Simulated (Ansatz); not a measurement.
We consider Al (model structure, started from the diamond type, Fd-3m, No. 227, 2 atoms in the cell), described by r²SCAN in Ansatz (plane waves, PAW).

Numerical settings: plane-wave cutoff 560 eV, 18×18×18 k mesh, Fermi–Dirac smearing 0.05 eV, scalar-relativistic PAW data made under PBE.

Cell (relaxed at this level):

```cif
data_Al8
_chemical_formula_sum 'Al8'
_space_group_name_H-M_alt 'Fd-3m :1'
_space_group_IT_number 227
_space_group_name_Hall 'F 4d 2 3 -1d'
_cell_length_a 6.02797
_cell_length_b 6.02797
_cell_length_c 6.02797
_cell_angle_alpha 90.000
_cell_angle_beta 90.000
_cell_angle_gamma 90.000
loop_
_atom_site_label
_atom_site_type_symbol
_atom_site_symmetry_multiplicity
_atom_site_Wyckoff_symbol
_atom_site_fract_x
_atom_site_fract_y
_atom_site_fract_z
_atom_site_occupancy
Al1 Al 8 b 0.50000 0.50000 0.50000 1
```
(The calculation used a cell of 2 atoms; values per cell refer to that cell.)

Task: Give the computed bulk modulus.

Result: 
bulk modulus: 40.5 GPa

The run finds no gap.

Note: the bulk modulus is −V dP/dV from two relaxed cells at ±2 % in volume; the relaxation could raise the start's symmetry but not lower it, so the cell can be a saddle point.

It cost very roughly 30 core-seconds of CPU time.

A model structure was made by putting elements into a prototype or built by hand; it is no filed structure, need not be a known phase, and can be a saddle point held by its symmetry.

Ansatz is an electronic-structure program.
